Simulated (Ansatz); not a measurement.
Defect migration in bcc Li: Li vacancy, neutral cell. Level of theory: PBE, PAW (plane waves to 420 eV; Ansatz, an electronic-structure program).

54-site cell at the relaxed PBE lattice, a 3×3×3 k-point mesh shifted by half a step, smearing 0.10 eV, spin-restricted, no finite-size correction. Energies are static. Forms of the defect that were not tried may lie lower.

Barriers: single points on a 5×5×5 k-point mesh shifted by half a step at the bands' geometries.

The step: one Li atom jumps into the vacancy from a nearby Li site. Atoms about the jump, Cartesian Å from the middle of the jump, before and after:

```
atom     x0     y0     z0     x1     y1     z1
----  -----  -----  -----  -----  -----  -----
Li1    0.75   0.75   0.75  -0.75  -0.75  -0.75
Li2   -0.87   2.68  -0.87  -0.76   2.47  -0.76
Li3   -0.86  -0.87   2.68  -0.76  -0.76   2.48
Li4    2.69  -0.87  -0.87   2.47  -0.76  -0.75
Li5    0.74   0.74  -2.48   0.86   0.86  -2.70
Li6   -2.48   0.74   0.75  -2.69   0.86   0.87
Li7    0.75  -2.48   0.74   0.85  -2.69   0.86
```

### Question
Predict the transition state.

### Answer

| atom | x | y | z |
|---|---|---|---|
| Li1 | 0.01 | 0.02 | 0.01 |
| Li2 | -0.87 | 2.70 | -0.87 |
| Li3 | -0.87 | -0.87 | 2.70 |
| Li4 | 2.70 | -0.87 | -0.87 |
| Li5 | 0.86 | 0.86 | -2.71 |
| Li6 | -2.71 | 0.86 | 0.86 |
| Li7 | 0.85 | -2.70 | 0.85 |
It lies 0.055 eV above the start and 0.055 eV above the end. The saddle point's order was not checked, and it lies on a symmetry element of the cell, where a band can be held.
